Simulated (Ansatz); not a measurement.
Hypothetical CdI2 type CeO2, pressure series

The reference is CeO$_{2}$ in the CdI2 type structure (space group P-3m1, No. 164; a = 3.594 Å, c = 4.410 Å; a hypothetical phase, not in the database extracts checked).

Cell and atoms are relaxed at each pressure.

The values are results of r2SCAN+rVV10 (Ansatz, a program for electronic structure, PAW, no spin-orbit coupling), not measurements.

```
pressure (GPa)  volume per atom (Å³/atom)
--------------  -------------------------
-1                                 17.520
0                                  16.445
0.3                                16.245
0.7                                16.018
1.5                                15.642
3                                  15.112
5                                       ?
7.5                                14.078
10                                 13.666
```

Q: Fit the third-order Birch–Murnaghan form P(V) = (3B₀/2)[(V₀/V)^(7/3) − (V₀/V)^(5/3)]·[1 + (3/4)(B₀′ − 4)((V₀/V)^(2/3) − 1)] (squares taken in P) to the rows shown and predict the withheld row.

A: Least squares on the printed values gives V₀ = 16.459 Å³/atom, B₀ = 23.1 GPa, B₀′ = 10.2; this predicts 14.571 Å³/atom, and the run gives 14.585 Å³/atom, 0.014 higher.

Load acts through the strain it causes; cell and atoms are relaxed under it. No phonon test of stability was made. Competing high-pressure phases were not computed. Starting moments died away, wholly or in part, for the base; another magnetic solution may exist. All final runs are without spin polarisation.
